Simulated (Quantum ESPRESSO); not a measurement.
# Parameter sweep on HfSiO4 (I4_1/amd, 12 atoms in the cell)

```
HfSiO4
1.0
    3.27670    -3.27670     2.98224
    3.27670     3.27670     2.98224
   -3.27670    -3.27670     2.98224
Hf Si O
2 2 8
Direct
  0.00000   0.00000   0.00000
  0.50000   0.25000   0.75000
  0.50000   0.75000   0.25000
  0.00000   0.50000   0.50000
  0.18511   0.31920   0.13409
  0.31489   0.75431   0.06920
  0.81489   0.31920   0.50431
  0.68511   0.38409   0.06920
  0.31489   0.93080   0.61591
  0.81489   0.86591   0.68080
  0.68511   0.93080   0.24569
  0.18511   0.49569   0.68080
```

Base run A: Quantum ESPRESSO with LDA (PZ), GBRV 1.5 ultrasoft (LDA) pseudopotentials, self-consistent single point.

Its settings: ecutwfc = 40 Ry; ecutrho = 320 Ry; occupations = fixed; potentials = {Hf: hf_lda_v1.uspp.F.UPF, Si: si_lda_v1.uspp.F.UPF, O: o_lda_v1.2.uspp.F.UPF}; K_POINTS = automatic 3 3 3 0 0 0; nbnd = 46; conv_thr = 1e-10 Ry.

The starting cell comes from a database of computed structures (which also holds hypothetical and non-ambient phases and stackings), without a prior relaxation at this level. Spin-orbit coupling is off. In the base run, with a pressure of about -5 GPa the cell is away from its equilibrium volume at this level.

ΔF is the free energy per atom less that of run A. 

```json
[
 {"run": "A", "mixing_ndim": "default", "ΔF (meV/atom)": "0.00", "pressure (GPa)": "-4.80", "largest force (eV/Å)": "0.181", "gap on the mesh (eV)": "5.429", "iterations": "10"},
 {"run": "B", "mixing_ndim": "2", "ΔF (meV/atom)": "0.00", "pressure (GPa)": "-4.80", "largest force (eV/Å)": "0.181", "gap on the mesh (eV)": "5.429", "iterations": "14"},
 {"run": "C", "mixing_ndim": "4", "ΔF (meV/atom)": "0.00", "pressure (GPa)": "-4.80", "largest force (eV/Å)": "0.181", "gap on the mesh (eV)": "5.429", "iterations": "12"},
 {"run": "D", "mixing_ndim": "6", "ΔF (meV/atom)": "0.00", "pressure (GPa)": "-4.80", "largest force (eV/Å)": "0.181", "gap on the mesh (eV)": "5.429", "iterations": "10"},
 {"run": "E", "mixing_ndim": "12", "ΔF (meV/atom)": "0.00", "pressure (GPa)": "-4.80", "largest force (eV/Å)": "0.181", "gap on the mesh (eV)": "5.429", "iterations": "10"},
 {"run": "F", "mixing_ndim": "16", "ΔF (meV/atom)": "0.00", "pressure (GPa)": "-4.80", "largest force (eV/Å)": "0.181", "gap on the mesh (eV)": "5.429", "iterations": "10"},
 {"run": "G", "mixing_ndim": "20", "ΔF (meV/atom)": "0.00", "pressure (GPa)": "-4.80", "largest force (eV/Å)": "0.181", "gap on the mesh (eV)": "5.429", "iterations": "10"}
]
```

Runs B, C, D, E, F, G gave the same state as A (within 1 meV/atom). The fewest iterations to that state were 10 (A, D, E, F, G); the most were 14.
